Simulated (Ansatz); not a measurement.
Input and output of a self-consistent single point for ZnPt3 (P4mm, 4 atoms in the cell) (Ansatz, a quantum-chemistry and plane-wave program).

Method: PBEsol, harder PAW files (source: ansatz) made with PBE (plane waves; Ansatz).

The change in words: lattice scaled by 0.98; basis.ecutwfc: 30.9 Ry → 33.8 Ry; hamiltonian.pseudopotentials: {kind: paw} (the program's default PAW files) → {kind: paw, source: ansatz}. Reference geometry:
```xyz
4
Lattice="3.9102 0.0000 0.0000 0.0000 3.9102 0.0000 0.0000 0.0000 3.9102" Properties=species:S:1:pos:R:3 pbc="T T T"
Zn     0.0000     0.0000     0.0500
Pt     1.9551     1.9551     0.0000
Pt     0.0000     1.9551     1.9551
Pt     1.9551     0.0000     1.9551
```

Reference input (self-consistent single point, DFT, PBEsol, plane waves, default PAW files made with PBE): basis.ecutwfc = 30.9 Ry; kpoints.mp_grid.grid = 7 7 7; hamiltonian.xc = pbesol; hamiltonian.pseudopotentials = {kind: paw} (the program's default PAW files); scf.occupations.method = gaussian; scf.occupations.width = 0.0073 Ry. This run's input differs from it in these lines:

Ansatz 0.2 input:
```diff
@@ -3,12 +3,12 @@
   lattice:
-    - [3.910246, 0.000000, 0.000000]
-    - [0.000000, 3.910246, 0.000000]
-    - [0.000000, 0.000000, 3.910246]
+    - [3.832041, 0.000000, 0.000000]
+    - [0.000000, 3.832041, 0.000000]
+    - [0.000000, 0.000000, 3.832041]
   atoms:
-    - { symbol: Zn, position_ang: [0.000000, 0.000000, 0.050000] }
-    - { symbol: Pt, position_ang: [1.955123, 1.955123, 0.000000] }
-    - { symbol: Pt, position_ang: [0.000000, 1.955123, 1.955123] }
-    - { symbol: Pt, position_ang: [1.955123, 0.000000, 1.955123] }
+    - { symbol: Zn, position_ang: [0.000000, 0.000000, 0.049000] }
+    - { symbol: Pt, position_ang: [1.916020, 1.916020, 0.000000] }
+    - { symbol: Pt, position_ang: [0.000000, 1.916020, 1.916020] }
+    - { symbol: Pt, position_ang: [1.916020, 0.000000, 1.916020] }
 basis:
-  ecutwfc: 30.9 Ry
+  ecutwfc: 33.8 Ry
 kpoints:
@@ -17,3 +17,3 @@
   xc: pbesol
-  pseudopotentials: { kind: paw }
+  pseudopotentials: { kind: paw, source: ansatz }
 scf:
```

Output, abridged:

```
SCF iter   1: F=—  HF=-44686.620820 eV  |F-HF|=—  |Δ(HF+E_count)|=         —  Δρ=1.64e-1  dr2=1.67e1  ethr=3.10e-3  ⟨swp⟩=5.9  Hψ=5764  notcnv=0  defer=26
all-band conjugate gradients solve this SCF's bands
preconditioner: auto → Kerker (q_TF=auto, 2.856 Å⁻¹)
SCF iter   2: F=—  HF=-44683.262153 eV  |F-HF|=—  |Δ(HF+E_count)|=    3.36e0  Δρ=7.23e-2  dr2=4.01e0  ethr=3.10e-3  ⟨swp⟩=2.1  Hψ=3802  notcnv=0  defer=123
   [... lines left out ...]
SCF iter   6: F=—  HF=-44682.071348 eV  |F-HF|=—  |Δ(HF+E_count)|=   1.21e-3  Δρ=8.82e-4  dr2=2.96e-4  ethr=6.66e-6  ⟨swp⟩=2.0  Hψ=2460  notcnv=0  defer=117
SCF iter   7: F=—  HF=-44682.071263 eV  |F-HF|=—  |Δ(HF+E_count)|=   8.51e-5  Δρ=1.32e-4  dr2=9.56e-6  ethr=4.00e-7  ⟨swp⟩=2.0  Hψ=2800  notcnv=0  defer=117
SCF iter   8: F=—  HF=-44682.071270 eV  |F-HF|=—  |Δ(HF+E_count)|=   6.66e-6  Δρ=1.94e-5  dr2=1.91e-7  ethr=1.29e-8  ⟨swp⟩=2.0  Hψ=2494  notcnv=0  defer=117
SCF iter   9: F=-44682.071270 eV  HF=-44682.071270 eV  |F-HF|=1.80e-8  |Δ(HF+E_count)|=   2.17e-8  Δρ=7.36e-6  dr2=2.25e-8  ethr=1.35e-10  ⟨swp⟩=10.1  Hψ=7776  notcnv=0
SCF 1 converged in 9 iterations: F = -44682.071270 eV  dr2 = 2.25e-8
Free energy (F): -44682.071270 eV
Internal energy: -44682.050466 eV  (E = F + TS)
E sigma→0 (E₀):  -44682.060868 eV
Entropy (-TS):   -0.020804 eV (-5.201 meV/atom)
Fermi energy:    22.492537 eV
--- Forces (eV/Å), atoms counted from 1 ---
  atom   1  Zn     0.00000000     0.00000000    -0.31436229
  atom   2  Pt     0.00000000     0.00000000    -0.06481055
  atom   3  Pt     0.00000000     0.00000000     0.18958488
  atom   4  Pt    -0.00000000     0.00000000     0.18958488
--- Stress (GPa, compression-positive) ---
        9.066253       0.000000       0.000000
        0.000000       9.066253       0.000000
        0.000000       0.000000       9.069816
  P = ⅓ Tr σ = 9.0674 GPa (90.674 kbar)
  The stress holds the Pulay correction. Without it, at fixed plane waves, as pw.x and ABINIT print it: P = -1.5027 GPa
```

The run converged in 9 iterations. Against the reference run the pressure goes from -6.10 to 9.07 GPa and the largest force goes from 0.219 to 0.314 eV/Å.

The starting cell comes from a database of computed structures (which also holds hypothetical and non-ambient phases and stackings), without a prior relaxation at this level. Its lattice was rescaled by up to half a per cent. One atom was moved a little off its site on purpose. For this run, on top of that: lattice scaled by 0.98. Spin polarisation is off. Ansatz's pressure includes its estimate of the finite-basis (Pulay) stress. Without the estimate this run gives -1.50 GPa. The cutoff lies below the one recommended for these files.
